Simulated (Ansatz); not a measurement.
A calculation on A15 V3Si (cubic form, which distorts at low temperature) returned lattice constant a 4.634 Å, bulk modulus 210 GPa, formation enthalpy -0.524 eV/atom.

For reference: lattice constant a 4.724 Å (measured, temperature not stated, no zero-point or thermal correction; as tabulated in Zeng et al. (2023), arXiv:2309.11055); bulk modulus 171 GPa (measured, 300 K, not corrected to a static lattice, our sources range from 171 to 176; as tabulated in Lu and Klein (1997), arXiv:cond-mat/9704251); formation enthalpy -0.481 ± 0.02 eV/atom (measured, 298 K, copied from a table, unchecked, no zero-point or thermal correction; as tabulated in Wang et al. (2021), doi:10.1038/s41598-021-94550-5).

Question: Which level of theory produced these numbers?
(A) RPBE (Ansatz, a program for electronic structure)
(B) LDA (Ansatz)
(C) revPBE (Ansatz)
(D) PBE-D3(BJ) (Ansatz)

Answer: D, PBE-D3(BJ) (Ansatz)

The others give: RPBE 4.734 Å, 182 GPa, -0.450 eV/atom; revPBE 4.725 Å, 185 GPa, -0.454 eV/atom; LDA 4.606 Å, 219 GPa, -0.512 eV/atom.

Unless a cell is named, each level is at its own relaxed cell (LDA 12.22, PBE-D3(BJ) 12.44, revPBE 13.19, RPBE 13.26 Å³/atom).

The crystal itself was run without spin with RPBE, revPBE, LDA, PBE-D3(BJ); a magnetic state was not tried in these runs.

Caveats: symmetry holds this phase in the static calculation, where it need not be a minimum (RPBE, revPBE, LDA, PBE-D3(BJ)). Ansatz's density-functional and Hartree–Fock values are scalar-relativistic unless marked +SOC, with PAW data made under PBE.
